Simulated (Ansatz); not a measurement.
Results of HSE06 (Ansatz, a program for electronic structure, plane waves, PAW) for MgIn2O4 (model structure, started from the defect chalcopyrite type, I-4, No. 82, 7 atoms in the cell).

Numerical settings: plane-wave cutoff 460 eV, 6×6×6 k mesh, Fermi–Dirac smearing 0.01 eV, scalar-relativistic PAW data made under PBE.

Cell (relaxed with PBEsol):

```
CELL_PARAMETERS angstrom
     -2.38561     2.38561     4.94695
      2.38561    -2.38561     4.94695
      2.38561     2.38561    -4.94695
ATOMIC_POSITIONS crystal
  In 0.50000 0.50000 0.00000
  In 0.25000 0.75000 0.50000
  Mg 0.00000 0.00000 0.00000
  O  0.32908 0.84539 0.95276
  O  0.89263 0.37632 0.04724
  O  0.15461 0.10737 0.48369
  O  0.62368 0.67092 0.51631
```

**Question.** Predict the band gap and smallest direct gap on the k points sampled.

**Answer.** 
band gap: 3.01 eV (on the SCF k mesh)
smallest direct gap on the k points sampled: 3.03 eV

Note: the relaxation could raise the start's symmetry but not lower it, so the cell can be a saddle point; cell and atoms aren't relaxed at this level (pressure -0.7 GPa).

Spin–orbit coupling is not included.

The computed numbers hold no vibrational or temperature effects.

The result took around 8 core-minutes (rough).

A model structure was made by putting elements into a prototype or built by hand; it is no filed structure, need not be a known phase, and can be a saddle point held by its symmetry.
